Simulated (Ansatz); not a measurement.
Start from GaAs in the zinc blende structure (space group F-43m, No. 216).

```yaml
crystal:
  lattice:
    - [0.00000, 2.87279, 2.87279]
    - [2.87279, 0.00000, 2.87279]
    - [2.87279, 2.87279, 0.00000]
  atoms:
    - { symbol: Ga, position: [0.00000, 0.00000, 0.00000] }
    - { symbol: As, position: [0.25000, 0.25000, 0.25000] }
```

Cartesian axes are those of the cell as printed.

All numbers come from DFT with PBE, PAW potentials and a 420 eV plane-wave cutoff in Ansatz (a first-principles code), spin-orbit coupling left out.

Perturbation: every lattice vector is shortened by 2.00 %; the atoms relax in the strained cell.

Question: Predict the stress tensor and what it implies for the stiffness.

Answer: Stress of the strained cell less that of the base (GPa, compression positive):
```
   4.24    0.00    0.00
   0.00    4.24    0.00
   0.00    0.00    4.24
```

Then B = −ΔP/(ΔV/V₀) with ΔV/V₀ = -0.0588 gives secant stiffness values (nonlinear terms included at this strain): B ≈ 72 GPa.

As a check, the harmonic strain energy −½ V₀ Δσ:ε is 19 meV/atom; the computed energy rise is 17 meV/atom.

No phonon test of stability was made.
